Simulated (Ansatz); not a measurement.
The reference is Mo in the bcc (W type) structure (space group Im-3m, No. 229; a = 3.151 Å; relaxed with 0.1 eV smearing). Axes: x, y, z lie along the cube axes.

Level of theory: r2SCAN/PAW in Ansatz (a program for electronic structure), without spin-orbit coupling.

One thing is altered: every lattice vector is shortened by 3.00 %; the atoms relax in the strained cell.

Problem. Predict the stress tensor and what it implies for the stiffness.

Solution. Stress of the strained cell less that of the base (GPa, compression positive):
```
   30.0     0.0     0.0
    0.0    30.0     0.0
    0.0     0.0    30.0
```

Then B = −ΔP/(ΔV/V₀) with ΔV/V₀ = -0.0873 gives secant stiffness values (nonlinear terms included at this strain): B ≈ 343 GPa.

As a check, the harmonic strain energy −½ V₀ Δσ:ε is 130 meV/atom; the computed energy rise is 118 meV/atom.

Stability against distortions was not tested. All final runs are without spin polarisation.
